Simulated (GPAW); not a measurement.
A self-consistent single point of TaSi2 (P6_422, 9 atoms in the cell) with GPAW.

Method of the run: vdW-DF2, GPAW PAW datasets PBE (gpaw-data 1.0.1) (plane waves; GPAW).

```
CELL_PARAMETERS angstrom
      4.78390     0.00000     0.00000
     -2.39195     4.14298     0.00000
      0.00000     0.00000     6.57000
ATOMIC_POSITIONS crystal
  Ta 0.50000 0.00000 0.00000
  Ta 0.50000 0.50000 0.66667
  Ta 0.00000 0.50000 0.33333
  Si 0.15897 0.31794 0.00000
  Si 0.84103 0.15897 0.66667
  Si 0.68206 0.84103 0.33333
  Si 0.84103 0.68206 0.00000
  Si 0.15897 0.84103 0.66667
  Si 0.31794 0.15897 0.33333
```

Reference input (self-consistent single point, DFT LDA (Perdew-Wang 92), plane waves, GPAW PAW datasets LDA (gpaw-data 1.0.1)): mode = pw; ecut = 600 eV; xc = LDA; kpts = 5 5 3; mesh shift (steps) = 0 0 0; occupations.name = methfessel-paxton; occupations.width = 0.1 eV; occupations.order = 0; nbands = -15; convergence.density = 1e-05 e/electron; convergence.energy = 1e-05 eV/electron; symmetry.symmorphic = false. This run's input differs from it in these lines:

```diff
@@ -20,3 +20,3 @@
 calc = GPAW(mode=PW(600),
-            xc='LDA',
+            xc={'name': 'vdW-DF2', 'backend': 'libvdwxc'},
             kpts=(5, 5, 3),
```

Its files differ too (potentials: GPAW PAW datasets PBE (gpaw-data 1.0.1)).

Output, abridged:

```
     iter     time        total  log10-change:
                         energy   eigst   dens
iter:   1 --:--:--  -685.483168
iter:   2 --:--:--  -685.670306   -0.82  -1.26
iter:   3 --:--:--  -685.515309   -1.41  -1.27
iter:   4 --:--:--  -685.639169   -2.09  -1.55
iter:   5 --:--:--  -685.571633   -2.03  -1.69
iter:   6 --:--:--  -685.649588   -2.07  -2.06
iter:   7 --:--:--  -685.618135   -3.14  -2.15
iter:   8 --:--:--  -685.564416   -2.31  -2.17
iter:   9 --:--:--  -685.565749   -3.52  -3.06
iter:  10 --:--:--  -685.566164   -4.76  -3.05
iter:  11 --:--:--  -685.565608c  -4.14  -3.09
iter:  12 --:--:--  -685.565633c  -5.51  -3.63
   [... lines left out ...]
iter:  14 --:--:--  -685.565620c  -5.46  -3.82
iter:  15 --:--:--  -685.565640c  -5.68  -3.66
iter:  16 --:--:--  -685.565616c  -5.45  -3.53
iter:  17 --:--:--  -685.565621c  -6.01  -3.84
iter:  18 --:--:--  -685.565617c  -6.22  -3.89
iter:  19 --:--:--  -685.565618c  -7.34  -4.26
iter:  20 --:--:--  -685.565619c  -7.53c -4.46
iter:  21 --:--:--  -685.565619c  -7.96c -4.57
iter:  22 --:--:--  -685.565621c  -7.48c -4.63
iter:  23 --:--:--  -685.565622c  -8.24c -4.69
iter:  24 --:--:--  -685.565622c  -8.74c -4.90
iter:  25 --:--:--  -685.565621c  -7.92c -4.83
iter:  26 --:--:--  -685.565622c  -8.53c -5.00c
Converged after 26 iterations.

Dipole moment: (-0.000011, 0.000007, -0.000000) |e|*Ang

Energy contributions relative to reference atoms: (reference = -1319835.389704)

Kinetic:        +96.212204
Potential:      -81.743615
External:        +0.000000
XC:            -698.814316
Entropy (-ST):   -0.016530
Local:           -1.211630
SIC:             +0.000000
--------------------------
Free energy:   -685.573887
Extrapolated:  -685.565622

Non-local vdW-DF2 correlation energy: 1.060922
Semilocal GGA_X_RPW86+LDA_C_PW energy: -444.694733
(Not including atomic contributions)
Showing only first 2 kpts
 Kpt  Band  Eigenvalues  Occupancy
  0    29      9.49673    2.00000
  0    30      9.49681    2.00000
  0    31     10.22062    2.00000
  0    32     12.45750    0.00000

  1    29      9.72539    2.00000
  1    30     10.03620    2.00000
   [... lines left out ...]
Fermi level: 11.62919
No gap
   [... lines left out ...]
  3 Si    0.00000   -0.07600    0.00000
  4 Si    0.06582   -0.03800   -0.00000
  5 Si    0.06582    0.03800    0.00000
  6 Si    0.00000    0.07600    0.00000
  7 Si   -0.06582    0.03800    0.00000
  8 Si   -0.06582   -0.03800   -0.00000

Stress tensor:
    -0.088652     0.000000     0.000000
     0.000000    -0.088652     0.000000
     0.000000     0.000000    -0.076920
Stress (GPa, Voigt): [-14.2037 -14.2037 -12.3239   0.       0.       0.    ]
```

The run converged in 26 iterations. GPAW prints stress with tension positive. Against the reference run the pressure goes from -5.10 to 13.58 GPa and the largest force goes from 0.027 to 0.076 eV/Å.

The starting cell comes from a database of published, mostly measured structures (it also holds non-ambient and calculated ones), without a prior relaxation at this level. Spin polarisation is off. With a pressure of about 14 GPa the cell is away from its equilibrium volume at this level.

Cost on one core of a shared machine: roughly 90 s.
